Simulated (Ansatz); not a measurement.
The reference is SiC in the zinc blende structure (space group F-43m, No. 216; a = 4.3563 Å). Axes: x, y, z lie along the cube axes.

The values are results of r2SCAN in Ansatz (plane waves to 500 eV, PAW, without spin-orbit coupling), not measurements.

One thing is altered: biaxial strain +1.50 %, plane normal [001], relaxed out of plane (Cartesian); in-plane vectors clamped, the third vector and the atoms free.

Q: Predict the new ratio −ε⊥/ε∥, hole mass and in-plane stress.

A: The ratio −ε⊥/ε∥ comes out as 0.66; the hole mass is 0.35 mₑ out of plane, 0.56 mₑ in plane (at Γ); the mean in-plane stress (compression positive) is -6.6 GPa.

The levels and masses belong to the bands next to the band gap. Masses are band curvatures over ±0.01 Å⁻¹ around the edge. Stability against distortions was not tested.

Ansatz is a quantum-chemistry and plane-wave program.
